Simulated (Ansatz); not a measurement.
Base system: GaCuSe$_{2}$ in the chalcopyrite structure (space group I-42d, No. 122; a = 5.672 Å, c = 11.263 Å).

Structures relaxed with PBE (Ansatz, a program for electronic structure, PAW, spin-orbit coupling left out), earlier PAW set.

Base:

Simulated powder pattern, Co Kα, λ = 1.79026 Å (kinematic, ideal powder, no thermal factors, no anomalous dispersion; the 10 strongest lines at most, above 2 %, up to 2θ = 90°):

```json
[
 {"2θ (°)": "31.80", "I/Imax (%)": "100", "hkl": "(112)"},
 {"2θ (°)": "53.02", "I/Imax (%)": "24", "hkl": "(220)"},
 {"2θ (°)": "53.23", "I/Imax (%)": "47", "hkl": "(204)"},
 {"2θ (°)": "63.17", "I/Imax (%)": "28", "hkl": "(312)"},
 {"2θ (°)": "63.54", "I/Imax (%)": "14", "hkl": "(116)"},
 {"2θ (°)": "78.29", "I/Imax (%)": "7.6", "hkl": "(400)"},
 {"2θ (°)": "78.96", "I/Imax (%)": "3.8", "hkl": "(008)"},
 {"2θ (°)": "86.97", "I/Imax (%)": "6.0", "hkl": "(332)"},
 {"2θ (°)": "87.30", "I/Imax (%)": "12", "hkl": "(316)"}
]
```

One thing is altered: every Cu is replaced by Be; the structure is relaxed again.

After the change:

Simulated powder pattern, Co Kα, λ = 1.79026 Å (kinematic, ideal powder, no thermal factors, no anomalous dispersion; the 10 strongest lines at most, above 2 %, up to 2θ = 90°):

| 2θ (°) | I/Imax (%) | hkl |
|---|---|---|
| 31.93 | 100 | (112) |
| 34.13 | 18 | (103) |
| 41.76 | 31 | (211) |
| 52.01 | 17 | (220) |
| 54.06 | 38 | (204) |
| 56.38 | 10 | (301) |
| 62.34 | 19 | (312) |
| 65.98 | 13 | (116) |
| 75.46 | 11 | (323) |
| 88.27 | 7.6 | (325) |

The indices refer to each structure's own conventional cell; one index is shown for lines that coincide.

Stability against distortions was not tested. As relaxed here, BeGaSe2 is a hypothetical phase, not in the database extracts checked. All final runs are without spin polarisation.
